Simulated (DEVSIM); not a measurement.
Structure: abrupt Si p-n junction, at 250 K.

Layer 1 from the left is Si, thickness (μm) 56.0, Na (cm⁻³) 2.5e16, τn (s) 0.00051, τp (s) 0.00051. Layer 2 from the left is Si, thickness (μm) 0.640, Nd (cm⁻³) 1.6e16, τn (s) 0.00051, τp (s) 0.00051.

Left contact: ohmic. Right contact: ohmic. Voltage is applied to the left contact. Recombination: SRH at mid-gap, radiative. Mobility is constant in doping.

Constants are typed, rounded textbook-type inputs, not results; the design itself was drawn at random and stands for no fabricated device. Values at 300 K; Nc and Nv go as T^1.5, mobilities as T to minus their exponent, the gap by Varshni's rule with the affinity fixed.

Si: gap (eV) 1.124, affinity (eV) 4.05, permittivity 11.7, Nc (cm⁻³) 2.86e19, Nv (cm⁻³) 3.1e19, μn (cm²/Vs) 1417, μp (cm²/Vs) 470, T exponent of μn 2.3, T exponent of μp 2.2, B (cm³/s) 4.7e-15, Varshni α (eV/K) 0.000473, Varshni β (K) 636.

DEVSIM, 1D drift-diffusion, Boltzmann statistics, complete ionisation; no tunnelling, impact ionisation, image-force lowering or self-heating.

Dark forward current:

```csv
|V| (V),|J| (A/cm²)
0.05,2.505e-13
0.10,2.423e-12
0.15,2.322e-11
0.20,2.286e-10
0.25,2.277e-9
0.30,2.278e-8
0.35,2.281e-7
0.40,2.283e-6
0.45,2.284e-5
0.50,0.0002282
0.55,0.002278
0.60,0.02265
0.65,0.2211
0.70,1.887
0.75,9.516
0.80,25.17
0.85,46.68
0.90,72.77
0.95,103.0
1.00,137.3
1.05,175.5
1.10,217.9
1.15,264.4
1.20,315.3
1.25,370.5
1.30,430.2
```

Task: Work out the local ideality factor n = ΔV / (kT/q · ln(J2/J1)) between the rows 0.10 and 0.15 V, 0.30 and 0.35 V, 1.25 and 1.30 V.

Result: kT/q = 21.54 mV. From 0.10 to 0.15 V: ln(2.322e-11/2.423e-12) = 2.260, n = 1.03, near the 1 of diffusion or emission over a barrier. From 0.30 to 0.35 V: ln(2.281e-7/2.278e-8) = 2.304, n = 1.01, near the 1 of diffusion or emission over a barrier. From 1.25 to 1.30 V: ln(430.2/370.5) = 0.149, n = 15.54.

Task: Estimate the current at 0.35 V from the Shockley equation with J0 = Σ q ni² D/(N L) coth(W/L), τ joining the SRH, radiative and Auger lifetimes that are on, and W taken as the whole layer.

Result: ni² = 6.36e15 cm⁻⁶; electrons in the p layer: μ = 2160 cm²/Vs, D = 46.4 cm²/s, τ = 0.000481 s, L = 1490 μm, W/L = 0.037, term 3.38e-16 A/cm²; holes in the n layer: μ = 702 cm²/Vs, D = 15.1 cm²/s, τ = 0.000491 s, L = 862 μm, W/L = 0.00074, term 1.50e-14 A/cm². J0 = 1.54e-14 A/cm², and J = J0 exp(qV/kT) = 1.75e-7 A/cm². The simulation gives 2.28e-7 A/cm²; the estimate lies 23 % below. The estimate leaves out recombination in the depletion region and that region's share of W.
